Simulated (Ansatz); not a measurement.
We consider Ge2Sb2Te5 (model structure, started from the Ge2Sb2Te5-Kooi type, P-3m1, No. 164, 9 atoms in the cell), described by PBE-D3(BJ) (Ansatz, a program for electronic structure, PAW).

Numerical settings: plane-wave cutoff 500 eV, 12×12×4 k mesh (along the axes of the cell as run), Fermi–Dirac smearing 0.05 eV, scalar-relativistic PAW data made under PBE.

Cell (relaxed at this level):

```cif
data_Ge2Sb2Te5
_chemical_formula_sum 'Te5 Ge2 Sb2'
_space_group_name_H-M_alt 'P-3m1'
_space_group_IT_number 164
_space_group_name_Hall '-P 3 2"'
_cell_length_a 4.23279
_cell_length_b 4.23279
_cell_length_c 16.83070
_cell_angle_alpha 90.000
_cell_angle_beta 90.000
_cell_angle_gamma 120.000
loop_
_atom_site_label
_atom_site_type_symbol
_atom_site_symmetry_multiplicity
_atom_site_Wyckoff_symbol
_atom_site_fract_x
_atom_site_fract_y
_atom_site_fract_z
_atom_site_occupancy
Te1 Te 1 a 0.00000 0.00000 0.00000 1
Ge1 Ge 2 d 0.66667 0.33333 0.10097 1
Te2 Te 2 d 0.33333 0.66667 0.19958 1
Sb1 Sb 2 c 0.00000 0.00000 0.31869 1
Te3 Te 2 d 0.66667 0.33333 0.42137 1
```

### Question
Predict the band gap.

### Answer

band gap: 0.11 eV (under three smearing widths, so not firm)

Note: a distance lies near a switch of the dispersion term, which can move the cell; the relaxation could raise the start's symmetry but not lower it, so the cell can be a saddle point.

Spin–orbit coupling is not included; with these elements it can move the gap by several tenths of an eV or more.

Computed values are for the static lattice.

Cost on a shared machine: around 13 core-minutes (rough).

A model structure was made by putting elements into a prototype or built by hand; it is no filed structure, need not be a known phase, and can be a saddle point held by its symmetry.
